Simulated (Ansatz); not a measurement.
System: La2CuSbS5 (Ima2, No. 46; cell taken from a computed entry). Method: r²SCAN+SOC (Ansatz, a quantum-chemistry and plane-wave program, plane waves, PAW).

Settings: plane-wave cutoff 560 eV, 6×6×6 k mesh, Fermi–Dirac smearing 0.01 eV, PAW data made under PBE.

Cell (relaxed with PBEsol):

```cif
data_Cu4La8S20Sb4
_chemical_formula_sum 'La8 Cu4 Sb4 S20'
_space_group_name_H-M_alt 'Ima2'
_space_group_IT_number 46
_space_group_name_Hall 'I 2 -2a'
_cell_length_a 13.11804
_cell_length_b 7.45447
_cell_length_c 7.56198
_cell_angle_alpha 90.000
_cell_angle_beta 90.000
_cell_angle_gamma 90.000
loop_
_atom_site_label
_atom_site_type_symbol
_atom_site_symmetry_multiplicity
_atom_site_Wyckoff_symbol
_atom_site_fract_x
_atom_site_fract_y
_atom_site_fract_z
_atom_site_occupancy
La1 La 4 a 0.00000 0.00000 0.28070 1
La2 La 4 b 0.25000 0.63448 0.16739 1
Cu1 Cu 4 a 0.00000 0.00000 0.81296 1
Sb1 Sb 4 b 0.25000 0.32734 0.49227 1
S1 S 8 c 0.09984 0.33928 0.11429 1
S2 S 8 c 0.10559 0.67661 0.45855 1
S3 S 4 b 0.25000 0.01118 0.28569 1
```
(The calculation used a cell of 18 atoms; values per cell refer to that cell.)

Task: Estimate the band gap, smallest direct gap on the k points sampled and direct gap at Γ that the calculation returns.

Result: 
- band gap: 1.60 eV (indirect)
- smallest direct gap on the k points sampled: 1.70 eV
- direct gap at Γ: 1.82 eV

Note: cell and atoms aren't relaxed at this level (largest force component 0.29 eV/Å, pressure 3.7 GPa); this cell isn't known to be the ambient phase, and symmetry holds it in the calculation.

Static lattice: no zero-point or thermal effects.
